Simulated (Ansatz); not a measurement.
Base system: Al₂Cu (space group I4/mcm, No. 140).

```xyz
6
Lattice="-3.0031 3.0031 2.3953 3.0031 -3.0031 2.3953 3.0031 3.0031 -2.3953" Properties=species:S:1:pos:R:3 pbc="T T T"
Al     0.9550     3.9581     0.0000
Al     0.9550     2.0481     2.3953
Al     2.0481     0.9550     0.0000
Al     2.0481    -0.9550     2.3953
Cu     0.0000     0.0000     1.1976
Cu     0.0000     0.0000     3.5929
```

Computed with DFT with r2SCAN, PAW potentials and a 500 eV plane-wave cutoff in Ansatz (a first-principles code), no spin-orbit coupling, earlier PAW set.

For the base:

- Pressure = 0.0 GPa
- Band gap = zero

It is then changed as follows: every lattice vector is stretched by 4.31 %, atoms relaxed at fixed cell.

Q: Predict the new pressure, energy relative to the base, largest internal atomic displacement and band gap.

A: The pressure (mean of the normal stresses, compression positive) goes from zero to -10.7 GPa; the energy rises by 73 meV/atom; the largest internal atomic displacement is 0.011 Å; the band gap stays zero.

The cells carry an imposed strain or load. Stability against distortions was not tested. All final runs are without spin polarisation.
